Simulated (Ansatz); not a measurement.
HfO2 (within 0.1 Å of P-42₁m, No. 113, 12 atoms in the cell; start mp-1224381; a measured phase of this formula has another space group)

Calculation: HSE06 (plane waves, PAW; Ansatz, a first-principles code).

Run with plane-wave cutoff 460 eV, 4×4×6 k mesh (along the axes of the cell as run), Fermi–Dirac smearing 0.01 eV, scalar-relativistic PAW data made under PBE.

Cell (relaxed with PBEsol):

```xyz
12
Lattice="5.1314 0.0000 0.0000 0.0000 5.1346 0.0000 0.0000 0.0000 4.8925" Properties=species:S:1:pos:R:3 pbc="T T T"
Hf     1.4361     1.4378     3.5625
Hf     3.6953     3.6968     3.5625
Hf     4.0018     1.1295     1.3300
Hf     1.1296     4.0050     1.3300
O      2.5657     2.5673     2.0653
O      0.0000     0.0000     2.8272
O      2.5657     0.0000     2.4481
O      0.0000     2.5673     2.4444
O      1.6669     3.4626     4.3725
O      3.4645     1.6719     4.3725
O      4.2326     4.2392     0.5200
O      0.8988     0.8954     0.5200
```

For HfO2 (within 0.1 Å of P-42₁m, No. 113, 12 atoms in the cell; start mp-1224381; a measured phase of this formula has another space group), the band gap is 5.47 eV (on the SCF k mesh). The direct gap at Γ comes out as 5.78 eV.

Note: cell and atoms aren't relaxed at this level (largest force component 0.11 eV/Å, pressure 2.2 GPa).

Spin–orbit coupling is not included.

Static lattice: no zero-point or thermal effects.

The result took about 8 core-minutes (a rough figure).

A start named mp-… is a Materials Project structure, which need not be a measured phase.
